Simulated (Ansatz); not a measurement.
Start from Ti in the hcp (Mg type) structure (space group P6_3/mmc, No. 194; a = 2.9016 Å, c = 4.5930 Å; relaxed with 0.1 eV smearing). Axes: x lies along a and z along c of the hexagonal cell.

Level of theory: Ansatz (a first-principles code) PBEsol, spin-orbit coupling left out.

Base values:

The shortest interatomic distance comes out as 2.843 Å. The pressure is 0.0 GPa.

Now apply this change: uniaxial strain ε_xx = −2.00 %, all other strain components held at zero; the atoms relax in the strained cell.

**Question.** What does the calculation give for the energy relative to the base, largest internal atomic displacement, shortest interatomic distance and pressure after the change?

**Answer.** The energy increases by 3.6 meV/atom; the largest internal atomic displacement amounts to 0.024 Å; the shortest interatomic distance decreases by 0.0284 Å, from 2.843 Å to 2.814 Å; the pressure (mean of the normal stresses, compression positive) goes from zero to 2.4 GPa.

No phonon test of stability was made. The final runs are not spin-polarised.
